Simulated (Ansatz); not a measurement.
An Ansatz (a program for electronic structure) run: Ir with a change (isotropic strain −1.30 %); Ansatz, r2SCAN, PAW, cutoff 500 eV, no spin-orbit coupling, earlier PAW set.

Input:

Ansatz 0.2 input:
```yaml
crystal:
  lattice:
    - [0, 1.8978198977, 1.8978198977]
    - [1.8978198977, 0, 1.8978198977]
    - [1.8978198977, 1.8978198977, 0]
  atoms:
    - { symbol: Ir, position: [0, 0, 0] }
basis: { ecutwfc: 500, ecutrho_ratio: 4, xc_grid: 4, fft_grid_basis: typed }
kpoints: { mp_grid: { grid: [29, 29, 29] } }
hamiltonian:
  xc: r2scan
  dispersion: none
  pseudopotentials: { azcp: { folder: ./paw }, kind: paw }
scf: { occupations: { method: fermi_dirac, width: 0.1 }, convergence: { dr2_threshold: 0.0000000001 } }
relax: { f_tol: 0.005, max_steps: 50 }
output: { forces: true, stress: true }
checkpoint: { write: state.ck, write_every: 1000 }
```

Output:

```
Relaxation: its limit of steps is 50 (relax.max_steps)
WARN ansatz: RAYON_NUM_THREADS=1 ignored (pool sized by the plan → 1); use --threads N
Pseudopotentials: kind: paw
Pseudopotential: Ir, paw, valence charge 17
Functional definition: r2SCAN
Crystal: 1 atoms, lattice volume = 13.671 Å³
Basis set: ecut = 500 eV, 331 PW (Γ), exchange–correlation on 80×80×80 points (64 copies of the dense FFT grid, shifted against one another)
Bands: 13, of which v1, the nominal top of the filled ones, is band 9 counted from 1 (8 counted from 0)
Symmetry: 48 space group operations
Space group: Fm-3m (ITA 225), of the structure as read, at distance tolerance 2.4e-5 Å
k-points: 680 of 24389
PAW frozen core: Ir, regenerated for the run's functional
Initial density: superposition of atomic densities (chi_scale 0.1, normalization cell)
Initial wavefunctions: pseudopotential atomic-orbital guess
Eigensolver: davidson
Functional: x = r2scan, c = r2scan; τ floored in thin density (d = 2e-4 eV/Å³)
iter 1 solved again at ethr=8.68e-4 eV; its pass at ethr=3.10e-3 eV (dr2=1.48e-1 eV) is discarded
SCF iter   1: F=—  HF=-11950.009723 eV  |F-HF|=—  |Δ(HF+E_count)|=         —  Δρ=4.26e-2  dr2=1.49e-1  dr2_τ=2.28e-2  ethr=8.68e-4  ⟨swp⟩=1.0  Hψ=64302  notcnv=0
all-band conjugate gradients solve this SCF's bands
preconditioner: auto → none
SCF iter   2: F=—  HF=-11950.024638 eV  |F-HF|=—  |Δ(HF+E_count)|=   1.49e-2  Δρ=1.79e-2  dr2=8.00e-3  dr2_τ=6.08e-3  ethr=8.68e-4  ⟨swp⟩=2.5  Hψ=15897  notcnv=0
SCF iter   3: F=—  HF=-11950.029958 eV  |F-HF|=—  |Δ(HF+E_count)|=   5.32e-3  Δρ=8.51e-3  dr2=2.13e-3  dr2_τ=2.92e-4  ethr=4.70e-5  ⟨swp⟩=1.6  Hψ=11772  notcnv=0
SCF iter   4: F=—  HF=-11950.031565 eV  |F-HF|=—  |Δ(HF+E_count)|=   1.61e-3  Δρ=3.24e-4  dr2=1.20e-5  dr2_τ=1.58e-6  ethr=1.25e-5  ⟨swp⟩=2.1  Hψ=12142  notcnv=0
SCF iter   5: F=—  HF=-11950.031578 eV  |F-HF|=—  |Δ(HF+E_count)|=   1.34e-5  Δρ=1.03e-4  dr2=7.16e-7  dr2_τ=1.87e-7  ethr=7.08e-8  ⟨swp⟩=2.0  Hψ=14708  notcnv=0
SCF iter   6: F=—  HF=-11950.031578 eV  |F-HF|=—  |Δ(HF+E_count)|=   2.37e-8  Δρ=8.47e-6  dr2=5.53e-9  dr2_τ=4.33e-10  ethr=4.21e-9  ⟨swp⟩=2.3  Hψ=13631  notcnv=0
SCF iter   7: F=-11950.031578 eV  HF=-11950.031578 eV  |F-HF|=9.28e-11  |Δ(HF+E_count)|=   7.82e-9  Δρ=8.53e-7  dr2=2.78e-11  dr2_τ=3.22e-11  ethr=1.00e-12  ⟨swp⟩=3.5  Hψ=37550  notcnv=0
SCF 1 converged in 7 iterations: F = -11950.031578 eV  dr2 = 2.78e-11
relax step   1: F+E_penalty+E_count = -11950.03157814 eV  Δ(F+E_penalty+E_count) = +0.000e0 eV  max|allowed force component| = 0.000e0 eV/Å  Δτ_max = 0.0000 Å  (7 SCF iters, accepted)
Crystal: 1 atoms, lattice volume = 13.671 Å³
Initial density: handed on by an earlier stage of this run
Initial wavefunctions: those handed on with the density
iter 1 solved again at ethr=1.00e-12 eV; its pass at ethr=3.10e-3 eV (dr2=2.80e-11 eV) is discarded
SCF iter   1: F=—  HF=-11950.031578 eV  |F-HF|=—  |Δ(HF+E_count)|=         —  Δρ=8.53e-7  dr2=2.78e-11  dr2_τ=3.22e-11  ethr=1.00e-12  ⟨swp⟩=1.2  Hψ=51205  notcnv=0
preconditioner: auto → none
SCF iter   2: F=-11950.031578 eV  HF=-11950.031578 eV  |F-HF|=3.64e-11  |Δ(HF+E_count)|=  7.46e-11  Δρ=4.50e-7  dr2=7.35e-12  dr2_τ=1.47e-12  ethr=1.00e-12  ⟨swp⟩=4.0  Hψ=25344  notcnv=0
SCF 2 converged in 2 iterations: F = -11950.031578 eV  dr2 = 7.35e-12
SCF converged after 2 iterations
Free energy (F): -11950.031578 eV
Harris-Foulkes:  -11950.031578 eV  (|F-HF|=3.64e-11)
Internal energy: -11950.005245 eV  (E = F + TS)
E sigma→0 (E₀):  -11950.018411 eV
Entropy (-TS):   -0.026333 eV (-26.333 meV/atom)
Fermi energy:    26.670991 eV
--- Per-component energies (eV) ---
  E_band       = -84.668407
  E_kinetic    = 542.149871
  E_local      = -1060.975419  (includes V_loc(G=0)·N_el)
  E_nonlocal   = 191.807151
  E_hartree    = 400.771963
  E_xc         = -217.726311
  E_vxc        = -282.599853  (∫ρ·V_xc dr)
  E_paw        = -9292.319656  (= ΣΔE_a)
  E_vpaw       = -294.182825  (= ΣTr[D̂ρ^β])
  E_aug_tail   = 0.000262  (compensation charges beyond the density's cutoff)
  E_vtau       = 17.588476  (kinetic-family band-sum trace: ∫τ·v_τ [+ j·A + Jᵃ·Aᵃ] dr)
  E_ewald      = -2513.396066
  E_core_change = -0.317041  (= ΣΔE_core)
  E_smearing   = -0.026333  (= −TS)
  E_closure    = 0.000000  (closes the sum)
  Σ components = -11950.031578   (vs F -11950.031578, Δ=0.00e0)
  [band-id]    e_kinetic+e_local+e_nonlocal+2·e_hartree+e_vxc+e_vpaw+e_augmentation_tail+e_vtau = -84.668409   (vs E_band -84.668407, Δ=-2.22e-6)
--- Forces (eV/Å), atoms counted from 1 ---
  atom   1  Ir     0.00000000    -0.00000000    -0.00000000
  max |Σ_I F_I| component: 3.29e-30 eV/Å
--- Stress (GPa, compression-positive) ---
       16.359364       0.000000       0.000000
       -0.000000      16.359364      -0.000000
        0.000000      -0.000000      16.359364
  P = ⅓ Tr σ = 16.3594 GPa (163.594 kbar)
  The stress holds the Pulay correction. Without it, at fixed plane waves, as pw.x and ABINIT print it: P = 16.3099 GPa
  The stress includes an estimate of the error left by incomplete SCF convergence (largest component 0.0000 GPa).
--- Band table ---
  band table: none
--- Relaxed structure (1 steps of the walk, 1 accepted, 0 SCFs on fresh bases) ---
  F+E_penalty+E_count = -11950.03157814 eV   max|allowed force component| = 0.000e0 eV/Å
  atoms:
    - { symbol: Ir, position: [0.0, 0.0, 0.0] }
```

Stability against distortions was not tested. The final runs are not spin-polarised. The cell was made from Ir in the fcc (Cu type) structure (space group Fm-3m, No. 225) by this change: isotropic strain −1.30 %.
